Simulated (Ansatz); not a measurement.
TaCo3 (P6₃/mmc, No. 194, 8 atoms in the cell; start mp-1095124): lattice parameter c by level of theory

No measured value is used here.

```json
[
 {"level (code)": "LDA (Ansatz)", "value (Å)": "4.061"},
 {"level (code)": "PBEsol (Ansatz)", "value (Å)": "4.100"},
 {"level (code)": "r²SCAN (Ansatz)", "value (Å)": "4.115"}
]
```

The crystal itself was run without spin with LDA, PBEsol, r²SCAN; a magnetic state was not tried in these runs. Density-functional levels without +SOC have no spin–orbit coupling. LDA, PBEsol, r²SCAN: the run has no spin polarisation, so it can have missed a magnetic state. LDA, PBEsol, r²SCAN: the relaxation could not lower the start's symmetry, so the cell can be a saddle point above a distorted one. Cutoffs differ between the levels. Ansatz's density-functional and Hartree–Fock values are scalar-relativistic unless marked +SOC, with PAW data made under PBE.

A start named mp-… is a Materials Project structure, which need not be a measured phase.

Ansatz is a quantum-chemistry and plane-wave program.
